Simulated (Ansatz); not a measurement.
Response to strain in TiB2

The reference is TiB2 (space group P6/mmm, No. 191; a = 3.0173 Å, c = 3.1849 Å). Axes: x lies along a and z along c of the hexagonal cell.

Strains are applied to the cell and any free atomic positions relax; under biaxial strain the out-of-plane vector relaxes too; under stress the whole cell relaxes.

Calculations: PBEsol in Ansatz (plane waves to 420 eV, PAW, no spin-orbit coupling), earlier PAW set.

Notes on the quantities. energy relative to the base: free energy F; pressure: mean of the normal stresses, compression positive.

```tsv
change	energy relative to the base	pressure	volume per atom	space group
base	0 meV/atom	0.0 GPa	8.37 Å³	P6/mmm (No. 191)
biaxial strain +2.11 %, plane normal [001], relaxed out of plane	–	-9.0 GPa	8.64 Å³	P6/mmm (No. 191)
biaxial strain +2.59 %, plane normal [001], relaxed out of plane	–	-10.9 GPa	8.71 Å³	P6/mmm (No. 191)
isotropic strain −1.32 %	+11 meV/atom	11.5 GPa	8.04 Å³	P6/mmm (No. 191)
isotropic strain +2.66 %	+41 meV/atom	-18.2 GPa	9.06 Å³	P6/mmm (No. 191)
uniaxial strain ε_xx = +3.68 %	+22 meV/atom	-9.4 GPa	8.68 Å³	Cmmm (No. 65)
uniaxial strain ε_yy = −2.79 %	+15 meV/atom	8.7 GPa	8.14 Å³	Cmmm (No. 65)
uniaxial strain ε_yy = −1.04 %	+2.0 meV/atom	3.1 GPa	8.28 Å³	Cmmm (No. 65)
uniaxial strain ε_yy = +0.44 %	+0.3 meV/atom	-1.2 GPa	8.41 Å³	Cmmm (No. 65)
uniaxial stress, 1 GPa tension along z	+0.1 meV/atom	–	8.38 Å³	P6/mmm (No. 191)
```

A case with no gap was solved on a k-mesh chosen for an insulator, which is coarse for it. Without a gap, meshes like the base's 13×13×10 leave anisotropic stresses uncertain by several tenths of a GPa, and small strain energies with them. Stability under load was not tested beyond the relaxation. All final runs are without spin polarisation.

Ansatz is a first-principles code.
